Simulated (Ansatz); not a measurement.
A constructed model of the (111)B surface of zinc-blende CdTe, Te-terminated, 2x2 Mg adatom at H3 (bottom of the slab: 2 H on 4 bottom sites)

The numbers are results of PBE (plane waves to 420 eV, PAW; Ansatz, a program for electronic structure), not measurements.

Model: 35-atom slab, 15.3 Å thick at the start with caps and adatoms, 3x3x1 mesh, Fermi-Dirac 0.025 eV, dipole correction, 8 atoms held, the rest relaxed; start symmetry kept, larger cells not searched; no spin, no spin-orbit, no U. In PBE it is, or lies within 0.01 eV a 1x1 cell of, the lowest of the 2 structures of its composition computed so far; subsurface sites and larger cells were not tried.

```yaml
gap_of_the_slab_on_its_k_mesh: 0.87 eV
highest_filled_level_below_the_top_vacuum_level: 5.47 eV
energy_released_by_relaxation: 1.40 eV
cost: around 30 core-minutes (rough)
```
